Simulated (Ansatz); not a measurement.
An Ansatz (a program for electronic structure) input (DFT with PBEsol, PAW potentials and a 420 eV plane-wave cutoff in Ansatz, scalar-relativistic without spin-orbit coupling):

Ansatz 0.2 input:
```yaml
crystal:
  lattice:
    - [3.1984035649, 0, 0]
    - [1.5992017825, 2.7698987388, 0]
    - [0, 0, 5.1107085317]
  atoms:
    - { symbol: Zr, position: [0.6666666667, 0.6666666667, 0.75] }
    - { symbol: Zr, position: [0.3333333333, 0.3333333333, 0.25] }
basis: { ecutwfc: 420, ecutrho_ratio: 4, xc_grid: 2, fft_grid_basis: typed }
kpoints: { mp_grid: { grid: [21, 21, 11] } }
hamiltonian:
  xc: pbesol
  dispersion: none
  pseudopotentials: { kind: paw }
scf: { occupations: { method: fermi_dirac, width: 0.1 } }
relax: { f_tol: 0.005, max_steps: 50, cell: { stress_tol: 0.01, fix: [a, b, gamma] } }
output: { forces: true, stress: true }
checkpoint: { write: state.ck, write_every: 1000 }
```

### Question
Which symmetry and how many k-points will the program report, and about how many plane waves at Γ?

### Answer
Space group P63/mmc (ITA 194) with 24 operations, k-points 288 of 4851, and 905 plane waves at Γ.

### Question
And the final pressure?

### Answer
-0.51 GPa (compression positive).

The cells carry an imposed strain or load. Whether these cells are dynamically stable was not tested. The final runs are not spin-polarised. The cell was made from Zr in the hcp (Mg type) structure (space group P6_3/mmc, No. 194) by this change: biaxial strain +0.50 %, plane normal [001], relaxed out of plane.
